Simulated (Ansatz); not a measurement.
The parent structure is AlN in the zinc blende structure (space group F-43m, No. 216).

```
AlN
1.0
    0.00000     2.20161     2.20161
    2.20161     0.00000     2.20161
    2.20161     2.20161     0.00000
N Al
1 1
Direct
  0.75000   0.75000   0.75000
  0.00000   0.00000   0.00000
```

Levels (all Ansatz, an electronic-structure program, PAW): PBE (420 eV, spin-orbit coupling left out); r2SCAN (500 eV, no spin-orbit coupling); HSE06 (420 eV, scalar-relativistic without spin-orbit coupling).

Levels that relaxed their own cell: PBE and r2SCAN.

| level | band gap |
|---|---|
| PBE | 3.31 eV |
| r2SCAN | 3.94 eV |
| HSE06 | 4.55 eV |

Measured: band gap 5.34 eV (temperature not stated; as listed in Daiki Deguchi et al., Japanese Journal of Applied Physics (2016)).

Computed minus measured — band gap: PBE -2.03 eV, r2SCAN -1.40 eV, HSE06 -0.79 eV (closest: HSE06). Measured values not marked as corrected hold thermal and zero-point effects that the static-lattice runs lack. A measured gap can be an optical one, lowered by exciton binding.

Single points use the geometry relaxed with r2SCAN. HSE06 gaps are upper bounds (no full band path). No phonon test of stability was made. This is not the structure that AlN has at room temperature and ambient pressure.
